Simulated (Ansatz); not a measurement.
Results of r²SCAN (Ansatz, a program for electronic structure, plane waves, PAW) for L1₀ (CuAu-type) FePt.

Run with plane-wave cutoff 560 eV, 20×20×16 k mesh (along the axes of the cell as run), Fermi–Dirac smearing 0.05 eV, spin-polarised with parallel moments, scalar-relativistic PAW data made under PBE.

Shape and atoms are relaxed at each volume.

Pressure at four volumes; x = ln(V/13.909 Å³). One pressure is withheld.

| V (Å³/atom) | x | P (GPa) |
|---|---|---|
| 13.352 | -0.0409 | ? |
| 13.630 | -0.0203 | 4.64 |
| 13.909 | 0.0000 | 0.01 |
| 14.465 | 0.0392 | -7.74 |

Task: Pass a parabola P(x) through the three rows shown, estimate the bulk modulus and its pressure derivative near zero pressure, and predict the withheld pressure.

Result: Slopes between the rows: (0.01 − (4.64))/(0.0000 − (-0.0203)) = -228.08 and (-7.74 − (0.01))/(0.0392 − (0.0000)) = -197.70 GPa. Their difference over the span 0.0595 is c = 30.38/0.0595 = 510.6 GPa, so P(x) = 4.64 + (-228.08)(x − (-0.0203)) + 510.6 (x − (-0.0203))(x − (0.0000)). At the middle row B = −dP/dx = −[-228.08 + 510.6 × 0.0203] = 217.7 GPa, and B′ = dB/dP = 2c/B = 4.7. At x = -0.0409 the parabola gives 9.77 GPa; the run gives 9.85 GPa. The Birch–Murnaghan fit to the energies at all volumes has B0 = 218 GPa and B′ = 5.0.

Measured, for comparison: bulk modulus 208 GPa (room temperature, not corrected to a static lattice; as tabulated in First-principles calculations on Fe-Pt nanoclusters of various morphologies). Computed (rounded) less measured: bulk modulus +5 %. A static lattice is as a rule a little smaller and stiffer than an uncorrected measurement, which narrows the difference in the bulk modulus and would widen misses of the other sign.

Note: the bulk modulus comes from volumes at which shape and atoms were relaxed.

Spin–orbit coupling is not included.
